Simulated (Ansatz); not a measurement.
The reference is InPd in the CsCl type structure (space group Pm-3m, No. 221; relaxed with 0.1 eV smearing).

```xyz
2
Lattice="3.2480 0.0000 0.0000 0.0000 3.2480 0.0000 0.0000 0.0000 3.2480" Properties=species:S:1:pos:R:3 pbc="T T T"
In     1.6240     1.6240     1.6240
Pd     0.0000     0.0000     0.0000
```

Cartesian axes are those of the cell as printed.

Computed with PBEsol (Ansatz, a program for electronic structure, PAW, no spin-orbit coupling).

Perturbation: every lattice vector is shortened by 1.50 %; the atoms relax in the strained cell.

Q: Predict the stress tensor and what it implies for the stiffness.

A: Stress of the strained cell less that of the base (GPa, compression positive):
```
    7.0     0.0     0.0
    0.0     7.0     0.0
    0.0     0.0     7.0
```

Then B = −ΔP/(ΔV/V₀) with ΔV/V₀ = -0.0443 gives secant stiffness values (nonlinear terms included at this strain): B ≈ 158 GPa.

As a check, the harmonic strain energy −½ V₀ Δσ:ε is 17 meV/atom; the computed energy rise is 16 meV/atom.

Stability against distortions was not tested. The final runs are not spin-polarised.
